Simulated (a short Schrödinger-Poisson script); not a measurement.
Solved with a short Schrödinger-Poisson script written for these runs: 1D Poisson equation in equilibrium, electrons quantum, Hartree (BenDaniel-Duke, 40 states a valley, the channel's in-plane mass for all, wave functions free to enter the barrier), parabolic valleys, classical holes, donors ionised by Fermi statistics, acceptors fully, no traps, pinning or gate leakage.

Stack: gated Al0.3Ga0.7As/GaAs modulation-doped gas, at 77 K.

From the gate side: 8 nm Al0.3Ga0.7As; 20 nm Al0.3Ga0.7As, donors 1.7e18 cm⁻³; 2 nm Al0.3Ga0.7As; 6000 nm GaAs, acceptors 1e15 cm⁻³.

The device is made up for the run: typed textbook-type constants, with dimensions and the other settings drawn at random. Al0.3Ga0.7As: permittivity 12.05, conduction-band edge (eV) 0.237, gap (eV) 1.798, electron mass (mₑ) 0.0919, Nv at 300 K (cm⁻³) 9e18. GaAs: permittivity 12.9, conduction-band edge (eV) 0, gap (eV) 1.424, Nv at 300 K (cm⁻³) 9e18.

Channel valleys (confinement mass, in-plane density-of-states mass, number): Γ 0.067, 0.067, 1. At the gate the conduction-band edge of layer 1 lies 0.99 eV − eVg above the Fermi level of the channel; the field vanishes at the back. Donor level 0.006 eV below the band edge. The barrier under the gate holds no holes. Gaps are held at their typed values at every temperature. Mesh 0.08 nm at interfaces.

Give the lowest subband against the Fermi level at Vg = 0.5 V (meV); the sheet density of all electrons at Vg = 0 V (cm⁻²); the centroid of the channel electrons at Vg = 0.5 V (nm).

lowest subband against the Fermi level at Vg = 0.5 V (meV): -34.5; sheet density of all electrons at Vg = 0 V (cm⁻²): 1.43e11; centroid of the channel electrons at Vg = 0.5 V (nm): 5.56.
